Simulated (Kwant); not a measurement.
Model system: π system c1cc2ccc3cccc4ccc(c1)c2c34 between two chain leads. The π system is taken as planar. Atoms are numbered from 0 in the order of the SMILES. Site energies (eV, carbon 0): [0.0, 0.0, 0.0, 0.0, 0.0, 0.0, 0.0, 0.0, 0.0, 0.0, 0.0, 0.0, 0.0, 0.0, 0.0, 0.0]. Bonds (i, j, β in eV): (0,1,-2.7) (1,2,-2.7) (2,3,-2.7) (3,4,-2.7) (4,5,-2.7) (5,6,-2.7) (6,7,-2.7) (7,8,-2.7) (8,9,-2.7) (9,10,-2.7) (10,11,-2.7) (11,12,-2.7) (12,13,-2.7) (12,14,-2.7) (14,15,-2.7) (13,0,-2.7) (14,2,-2.7) (15,5,-2.7) (15,9,-2.7). Leads: chains of hopping −4.1 eV, joined by −1.4 eV to atoms 0 and 7.

Site energies and bond integrals are typed Hückel values.

Model: Hückel tight-binding model, one pz orbital an atom, one spin, coherent transport at 0 K (Kwant). Conductance is in e²/h.

Sweep values stay those of the base run.

Base results: transmission at E = 0 0.0035.

Task: What follows from this one change: contacts moved from atoms [0, 7] to [3, 4]?

Result: transmission at E = 0 0.0035 → 0.083.

Task: What follows from this one change: contacts moved from atoms [0, 7] to [0, 1]?

Result: transmission at E = 0 0.0035 → 0.031.
